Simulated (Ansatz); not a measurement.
ZnAg, pressure series

The reference is ZnAg in the CsCl type structure (space group Pm-3m, No. 221; a = 3.118 Å).

Cell and atoms are relaxed at each pressure.

Method: Ansatz (a quantum-chemistry and plane-wave program) PBEsol, scalar-relativistic without spin-orbit coupling.

| pressure (GPa) | volume per atom (Å³/atom) |
|---|---|
| -1 | 15.284 |
| 0 | 15.149 |
| 0.3 | 15.109 |
| 0.7 | 15.058 |
| 1.5 | ? |
| 3 | 14.784 |
| 5 | 14.570 |
| 7.5 | 14.324 |
| 10 | 14.102 |

Problem. Fit the third-order Birch–Murnaghan form P(V) = (3B₀/2)[(V₀/V)^(7/3) − (V₀/V)^(5/3)]·[1 + (3/4)(B₀′ − 4)((V₀/V)^(2/3) − 1)] (squares taken in P) to the rows shown and predict the withheld row.

Solution. Least squares on the printed values gives V₀ = 15.149 Å³/atom, B₀ = 116 GPa, B₀′ = 5.3; this predicts 14.960 Å³/atom, and the run gives 14.959 Å³/atom, in agreement.

Load acts through the strain it causes; cell and atoms are relaxed under it. Whether these cells are dynamically stable was not tested. Competing high-pressure phases were not computed.
